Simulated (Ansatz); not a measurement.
**Short convergence ladders for BW (I4_1/amd, 8 atoms in the cell)**

```
BW
1.0
   -1.57026     1.57026     8.48605
    1.57026    -1.57026     8.48605
    1.57026     1.57026    -8.48605
B W
4 4
Direct
  0.40631   0.90631   0.50000
  0.65631   0.65631   0.00000
  0.34369   0.34369   0.00000
  0.09369   0.59369   0.50000
  0.55312   0.05312   0.50000
  0.80312   0.80312   0.00000
  0.19688   0.19688   0.00000
  0.94688   0.44688   0.50000
```

Base method: LDA (PW92), default PAW files made with PBE (plane waves; Ansatz, a first-principles code).

Base settings: basis.ecutwfc = 420 eV; kpoints.mp_grid.grid = 8 8 8; hamiltonian.xc = lda; hamiltonian.pseudopotentials = {kind: paw} (the program's default PAW files); scf.occupations.method = fermi_dirac; scf.occupations.width = 0.1 eV.

Core times come from one kind of shared machine, to one figure; runs under 30 s give none.

**Zone-centre phonons against the cutoff**

In this ladder: phonons.method = dfpt.

The mesh stays at the base's, so the ladder's end is converged at best in this setting alone.

Frequencies are those of the unrelaxed cell, without the LO-TO term of polar crystals.

Only quantities that move along the ladder and can be compared are tabulated.

| basis.ecutwfc | highest zone-centre frequency (cm⁻¹) | lowest optical frequency (cm⁻¹) | core time / last (rough) |
|---|---|---|---|
| 210 eV | 633.0 | 117.5 | 0.4 |
| 250 eV | 573.8 | 115.9 | 0.5 |
| 295 eV | 584.8 | 116.6 | 0.7 |
| 355 eV | 598.7 | 117.6 | 0.9 |
| 420 eV | 598.5 | 117.5 | 1 |

Coarsest basis.ecutwfc that holds the highest zone-centre frequency within 1 cm⁻¹ of the last step, with all finer ones: 355 eV; the step before is off by 14 cm⁻¹.

**The force threshold of a relaxation**

On BW (Imm2, 8 atoms in the cell): one atom moved by 0.15 angstrom.

In this ladder: relax = atoms.

The mesh stays at the base's, so the ladder's end is converged at best in this setting alone.

Only quantities that move along the ladder and can be compared are tabulated.

| relax.f_tol | largest force left (eV/Å) | relaxation steps | core time / last (rough) |
|---|---|---|---|
| 0.2 eV/Å | 0.0584 | 3 | 0.5 |
| 0.05 eV/Å | 0.0012 | 4 | 0.7 |
| 0.02 eV/Å | 0.0012 | 4 | 0.7 |
| 0.001 eV/Å | 0.0001 | 6 | 1 |

Coarsest relax.f_tol that holds the largest force left within 0.02 eV/Å of the last step, with all finer ones: 0.05 eV/Å; the step before is off by 0.058 eV/Å.

On the base run: the starting cell comes from a database of computed structures (which also holds hypothetical and non-ambient phases and stackings), without a prior relaxation at this level. Its lattice was rescaled by up to half a per cent. Spin polarisation is off. In the base run, with a pressure of about -13 GPa the cell is away from its equilibrium volume at this level.

Keys are those of Ansatz 0.2.
